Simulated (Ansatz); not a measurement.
Start from NaCaF3 in the cubic perovskite structure (space group Pm-3m, No. 221; a hypothetical phase, not in the database extracts checked).

```
NaCaF3
1.0
    4.43100     0.00000     0.00000
    0.00000     4.43100     0.00000
    0.00000     0.00000     4.43100
Na Ca F
1 1 3
Cartesian
  0.00000   0.00000   0.00000
  2.21550   2.21550   2.21550
  0.00000   2.21550   2.21550
  2.21550   2.21550   0.00000
  2.21550   0.00000   2.21550
```

Cartesian axes are those of the cell as printed.

The values are results of Ansatz (a quantum-chemistry and plane-wave program) PBE, spin-orbit coupling left out, not measurements.

One thing is altered: the cell is stretched by 4.55 % along z with no lateral relaxation; the atoms relax in the strained cell.

Task: Predict the stress tensor and what it implies for the stiffness.

Result: Stress of the strained cell less that of the base (GPa, compression positive):
```
  -0.71    0.00    0.00
   0.00   -0.71    0.00
   0.00    0.00   -3.89
```

Then −Δσ_ii/ε with ε = 0.0455 gives secant stiffness values (nonlinear terms included at this strain): C33 ≈ 86 GPa, C13 ≈ 16 GPa and C23 ≈ 16 GPa.

As a check, the harmonic strain energy −½ V₀ Δσ:ε is 9.6 meV/atom; the computed energy rise is 10 meV/atom.

No phonon test of stability was made. Many cubic perovskites are stable only at high temperature; tilts and polar distortions were not tested.
